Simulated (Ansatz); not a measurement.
Start from Mo in the bcc (W type) structure (space group Im-3m, No. 229; a = 3.1510 Å; relaxed with 0.1 eV smearing). Axes: x, y, z lie along the cube axes.

Level of theory: r2SCAN, PAW, 500 eV (Ansatz, a program for electronic structure; no spin-orbit coupling).

Strains are applied to the cell and any free atomic positions relax; under biaxial strain the out-of-plane vector relaxes too.

One change was made to it. Results:

| quantity | base | after |
|---|---|---|
| shortest interatomic distance | 2.729 Å | 2.767 Å |
| energy relative to the base (free energy F) | 0 meV/atom | +45 meV/atom |

Which change produced these results?
(A) biaxial strain +0.50 %, plane normal [001], relaxed out of plane
(B) biaxial strain +1.00 %, plane normal [001], relaxed out of plane
(C) biaxial strain +2.00 %, plane normal [001], relaxed out of plane
(D) biaxial strain +3.00 %, plane normal [001], relaxed out of plane

D, biaxial strain +3.00 %, plane normal [001], relaxed out of plane. For comparison, the energy relative to the base in the other runs: biaxial strain +1.00 %, plane normal [001], relaxed out of plane gives +5.2 meV/atom; biaxial strain +0.50 %, plane normal [001], relaxed out of plane gives +1.3 meV/atom; biaxial strain +2.00 %, plane normal [001], relaxed out of plane gives +20 meV/atom.

Whether these cells are dynamically stable was not tested. The final runs are not spin-polarised.
